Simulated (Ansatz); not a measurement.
# MgH$_{2}$ in the rutile structure (space group P4_2/mnm, No. 136)

Space group P4₂/mnm (No. 136); a = 4.4762 Å, b = 4.4762 Å, c = 3.0079 Å, α = 90.00°, β = 90.00°, γ = 90.00°

```csv
atom,site,symmetry,x,y,z
Mg,2a,m.mm,0.0000,0.0000,0.0000
H,4f,m.2m,0.3045,0.3045,0.0000
```

The values are results of DFT with PBEsol, PAW potentials and a 420 eV plane-wave cutoff in Ansatz (an electronic-structure program), no SOC, not measurements. Settings: 8×8×11 k-points, 0.05 eV Fermi–Dirac smearing.

* **Volume per atom**: 10.04 Å³
* **Density**: 1.45 g/cm³
* **Band gap**: 3.48 eV (uncertain: the edges found on the path are not clean extrema)
* **Total energy**: -647.965 eV/atom (σ→0; compares only within this code and set-up)

Whether these cells are dynamically stable was not tested.
